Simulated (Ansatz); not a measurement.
Work function of faces of hcp Lu in PBE and in r2SCAN, in Ansatz (plane waves, PAW). Symmetric slabs relaxed with PBE from ideal cuts in 1x1 cells (the lowest computed cut and spin start of each face; real faces may reconstruct in larger cells); r2SCAN values are single points on them, with the bulk at the same level. No spin-orbit coupling, no U.

```csv
face,PBE (eV),r2SCAN (eV)
(0001),3.48,3.56
(10-10),3.42,3.51
(10-11),3.29,3.36
(10-12),2.94,2.93
(11-20),3.07,3.14
(11-21),3.02,3.05
(11-22),3.11,?
(11-23),2.98,2.99
(20-21),3.32,3.40
```

Q: Fit a straight line y = a·x + b by least squares to the 8 complete rows (x: PBE (eV); y: r2SCAN (eV)).

A: the means are x̄ = 3.1900 and ȳ = 3.2425; Σ(x − x̄)² = 0.31380 and Σ(x − x̄)(y − ȳ) = 0.36200, so a = 1.154 and b = ȳ − a·x̄ = -0.437. The largest residual is 0.036.

Q: What does the line predict for the withheld row, (11-22), and what did the calculation give?

A: the line gives 3.15; the calculation gave 3.15, a miss of 0.00, of the size of the fitted rows' scatter and rounding.

Ansatz is an electronic-structure program.
